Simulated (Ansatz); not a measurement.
The structure below was relaxed with DFT with r2SCAN, PAW potentials and a 500 eV plane-wave cutoff in Ansatz (a first-principles code), no SOC, earlier PAW set.

```
CELL_PARAMETERS angstrom
      0.00000     2.70796     2.70796
      2.70796     0.00000     2.70796
      2.70796     2.70796     0.00000
ATOMIC_POSITIONS crystal
  Ru 0.50000 0.50000 0.50000
  Ru 0.75000 0.75000 0.75000
```

Problem. Find the space group and the Wyckoff positions.

Solution. Space group Fd-3m, origin choice 1 (No. 227); a = 5.416 Å, b = 5.416 Å, c = 5.416 Å, α = 90.00°, β = 90.00°, γ = 90.00°

| atom | site | symmetry | x | y | z |
|---|---|---|---|---|---|
| Ru | 8a | -43m | 0.0000 | 0.0000 | 0.0000 |

Problem. Describe the coordination.

Solution. The crystal has 8 atoms in its conventional cell. Cell: a = 5.4159 Å, b = 5.4159 Å, c = 5.4159 Å, α = 90.00°, β = 90.00°, γ = 90.00°. Ru is surrounded by 4 Ru at 2.345 Å (tetrahedral). (Neighbours: up to the widest gap in distance over summed covalent radii, below 1.35, at either atom.)

No phonon test of stability was made. The final runs are not spin-polarised. The cell was made from Ge by this change: Ge → Ru; the result is a hypothetical phase, not in the database extracts checked.
